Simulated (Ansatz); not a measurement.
Start from SnTe in the rock salt structure (space group Fm-3m, No. 225).

```
SnTe
1.0
    0.00000     3.14456     3.14456
    3.14456     0.00000     3.14456
    3.14456     3.14456     0.00000
Sn Te
1 1
Direct
  0.00000   0.00000   0.00000
  0.50000   0.50000   0.50000
```

Cartesian axes are those of the cell as printed.

Method: PBEsol (Ansatz, an electronic-structure program; PAW; 420 eV plane waves; scalar-relativistic without spin-orbit coupling).

Strains are applied to the cell and any free atomic positions relax; under biaxial strain the out-of-plane vector relaxes too.

One change was made to it. Results:

The volume per atom grows by 0.614 Å³ (31.09 Å³ → 31.71 Å³); the energy grows by 2.6 meV/atom.

### Question
What was done to the base?
(A) biaxial strain +3.00 %, plane normal [001], relaxed out of plane
(B) biaxial strain +1.00 %, plane normal [001], relaxed out of plane
(C) biaxial strain −2.50 %, plane normal [001], relaxed out of plane

### Answer
B, biaxial strain +1.00 %, plane normal [001], relaxed out of plane. For comparison, the energy relative to the base in the other runs: biaxial strain −2.50 %, plane normal [001], relaxed out of plane gives +18 meV/atom; biaxial strain +3.00 %, plane normal [001], relaxed out of plane gives +22 meV/atom.

No phonon test of stability was made. The final runs are not spin-polarised.
